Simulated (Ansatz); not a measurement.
The starting structures come from a database of crystals and need not be the phases stable at ambient conditions.

Tunnelling through a barrier is set by its complex band structure: the current falls as exp(−2κd) with the smallest κ.

Here is the system:

```
MgO
1.0
    4.98288     0.00000     0.00000
    0.00000     5.72926     0.00000
    0.00000     2.86463     1.65389
Mg O
2 2
Direct
  0.99784   0.66667   0.00000
  0.49784   0.33333   0.00000
  0.59756   0.66667   0.00000
  0.09756   0.33333   0.00000
```

Space group of this cell: P6_3mc, wurtzite. The cell is taken as given; by r2SCAN its mean pressure is -0.6 GPa.

Transport runs along the normal of the first two printed cell vectors, the (110) plane of the conventional cell.

No gap correction and no spin-orbit coupling; mid-gap values are interpolated between computed energies.

Task: Compute, with r2SCAN run with Ansatz (a quantum-chemistry and plane-wave program), the band gap and the smallest decay constant κ at mid-gap.

Result: Gap 4.14 eV on a 6×18×18 mesh; κ = 0.339 1/Å, at the zone centre.
